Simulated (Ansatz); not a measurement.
The parent structure is GaN in the wurtzite structure (space group P6_3mc, No. 186; a = 3.1826 Å, c = 5.1854 Å).

Structures relaxed with PBEsol/PAW in Ansatz (a first-principles code), no spin-orbit coupling.

Base:

Simulated powder pattern, Cu Kα1, λ = 1.54056 Å (kinematic, ideal powder, no thermal factors, no anomalous dispersion; the 14 strongest lines at most, above 2 %, up to 2θ = 90°):

| 2θ (°) | I/Imax (%) | hkl |
|---|---|---|
| 32.46 | 43 | (100) |
| 34.57 | 36 | (002) |
| 36.90 | 100 | (101) |
| 48.14 | 21 | (102) |
| 57.90 | 30 | (110) |
| 63.47 | 31 | (103) |
| 67.97 | 4.4 | (200) |
| 69.22 | 26 | (112) |
| 70.67 | 15 | (201) |
| 72.91 | 2.7 | (004) |
| 78.54 | 4.5 | (202) |
| 82.09 | 3.0 | (104) |

After one change:

Simulated powder pattern, Cu Kα1, λ = 1.54056 Å (kinematic, ideal powder, no thermal factors, no anomalous dispersion; the 14 strongest lines at most, above 2 %, up to 2θ = 90°):

| 2θ (°) | I/Imax (%) |
|---|---|
| 32.26 | 43 |
| 34.35 | 36 |
| 36.67 | 100 |
| 47.84 | 21 |
| 57.52 | 30 |
| 63.05 | 31 |
| 67.51 | 4.4 |
| 68.75 | 26 |
| 70.19 | 15 |
| 72.41 | 2.8 |
| 77.99 | 4.5 |
| 81.49 | 3.0 |

Problem. Which of these changes matches the shifts?
A. isotropic strain +1.80 %
B. isotropic strain +2.40 %
C. isotropic strain +3.00 %
D. isotropic strain +0.60 %

Solution. D, isotropic strain +0.60 %. Its volume per atom is 11.58 Å³ against 11.37 Å³, and its space group is P6_3mc (No. 186).

Whether these cells are dynamically stable was not tested.
